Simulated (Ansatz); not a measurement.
Data:

```yaml
crystal:
  lattice:
    - [4.16356, 0.00000, 0.00000]
    - [-2.08178, 3.60575, 0.00000]
    - [0.00000, 0.00000, 6.81865]
  atoms:
    - { symbol: Cd, position: [0.66667, 0.33333, 0.00018] }
    - { symbol: Cd, position: [0.33333, 0.66667, 0.50018] }
    - { symbol: S, position: [0.66667, 0.33333, 0.62502] }
    - { symbol: S, position: [0.33333, 0.66667, 0.12502] }
```

No spin polarisation.

Calculations: r2SCAN in Ansatz (plane waves to 500 eV, PAW, spin-orbit coupling left out). k-mesh 9×9×5 (Γ-centred); smearing 0.05 eV (Fermi–Dirac).

What gap character does the calculation give?

Direct at Γ.

What is the computed band gap?

1.60 eV.

What is the computed valence-band top at Γ (three highest levels, from the VBM)?

0.00, 0.00, -0.06 eV.

The cells carry an imposed strain or load. No phonon test of stability was made. The cell was made from CdS in the wurtzite structure (space group P6_3mc, No. 186) by this change: uniaxial strain ε_zz = +0.76 %.

Ansatz is a program for electronic structure.
